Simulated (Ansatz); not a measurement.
Base system: PbTe in the rock salt structure (space group Fm-3m, No. 225).

```yaml
crystal:
  lattice:
    - [0.00000, 3.28473, 3.28473]
    - [3.28473, 0.00000, 3.28473]
    - [3.28473, 3.28473, 0.00000]
  atoms:
    - { symbol: Te, position: [0.50000, 0.50000, 0.50000] }
    - { symbol: Pb, position: [0.00000, 0.00000, 0.00000] }
```

The values are results of PBE (Ansatz, an electronic-structure program), no SOC, not measurements.

For the base:

The shortest interatomic distance comes out as 3.285 Å and the band gap comes out as 0.83 eV. The hole mass comes out as 0.49 mₑ along k, 0.092 mₑ across (at L).

The change: cell and atoms relaxed at a pressure of 2.1 GPa.

Problem. What happens to the shortest interatomic distance?

Solution. The shortest interatomic distance falls by 0.053 Å, from 3.285 Å to 3.232 Å.

Problem. What does the calculation give for the band gap after the change?

Solution. The band gap shrinks by 0.10 eV, from 0.83 eV to 0.73 eV.

Problem. Predict the new hole mass.

Solution. The hole mass becomes 0.42 mₑ along k, 0.077 mₑ across (at L) (base: 0.49 mₑ along k, 0.092 mₑ across (at L)).

With Pb and Te present, leaving out spin-orbit coupling can change the band edges. Load acts through the strain it causes; cell and atoms are relaxed under it. Effective masses come from finite differences of ±0.01 Å⁻¹. Along k means along the line from Γ to the band edge. Stability against distortions was not tested.
